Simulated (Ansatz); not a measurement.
Cost and result by functional for the surface energy of the (101) surface of rutile SnO2 in its 1x1 cell (cut with top plane 2 O, bottom plane 2 O), outermost plane spacing 0.82 Å in the ideal cut, in Ansatz (plane waves, PAW). Single points on the PBE structure, on one kind of machine; costs are rough ratios of the slab run's core time (references not counted) to the cheapest single point. r2SCAN's cost holds its higher cutoff (500 against 420 eV). Differences are taken against HSE06 for comparison alone: no measured value is at hand, so the table doesn't rank accuracy. HSE06 ran on a coarser k-mesh, which lowers its cost and carries part of its shift.

Slab: 30 atoms, O20Sn10, 12.4 Å thick at the start; k 5x5x1, smearing 0.025 eV, dipole-corrected; all atoms relaxed; symmetry of the start imposed; no spin, no spin-orbit, no U. These notes are the PBE run's.

| functional | relative cost | surface energy (J/m²) | less HSE06 (J/m²) |
|---|---|---|---|
| LDA | 1 | 1.82 | 0.15 |
| RPBE | 1 | 1.17 | -0.51 |
| PBEsol | 1 | 1.59 | -0.08 |
| r2SCAN | 2 | 1.77 | 0.10 |
| HSE06 | 10 | 1.67 | 0.00 |
| PBE (the relaxed run's value) | – | 1.38 | -0.29 |

The values span 0.66 J/m², while the single points' costs differ by a factor of roughly 10. Differences are of unrounded values.

Ansatz is a first-principles code.
